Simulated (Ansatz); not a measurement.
Response to strain in Cu3N

Start from Cu3N (space group Pm-3m, No. 221; a = 3.827 Å). Axes: x, y, z lie along the cube axes.

Strains are applied to the cell and any free atomic positions relax; under biaxial strain the out-of-plane vector relaxes too.

Level of theory: PBE (Ansatz, a quantum-chemistry and plane-wave program; PAW; 420 eV plane waves; no spin-orbit coupling).

### Question
Only one of these has no band gap. Which?
A) isotropic strain +2.85 %
B) tensor shear ε_xz = +0.90 %
C) tensor shear ε_xy = −0.59 %
D) strain tensor (xx, yy, zz, yz, xz, xy) = (−2.43, −2.49, −0.77, +0.93, +0.94, −0.62) %
E) biaxial strain +4.94 %, plane normal [001], relaxed out of plane

### Answer
D, strain tensor (xx, yy, zz, yz, xz, xy) = (−2.43, −2.49, −0.77, +0.93, +0.94, −0.62) %. Computed: strain tensor (xx, yy, zz, yz, xz, xy) = (−2.43, −2.49, −0.77, +0.93, +0.94, −0.62) %: zero; isotropic strain +2.85 %: 0.49 eV; biaxial strain +4.94 %, plane normal [001], relaxed out of plane: 0.41 eV; tensor shear ε_xz = +0.90 %: 0.18 eV; tensor shear ε_xy = −0.59 %: 0.19 eV

A case with no gap was solved on a k-mesh chosen for an insulator, which is coarse for it. Whether these cells are dynamically stable was not tested. All final runs are without spin polarisation. A zero or small gap of Cu3N can be the functional's error rather than a property of the material.
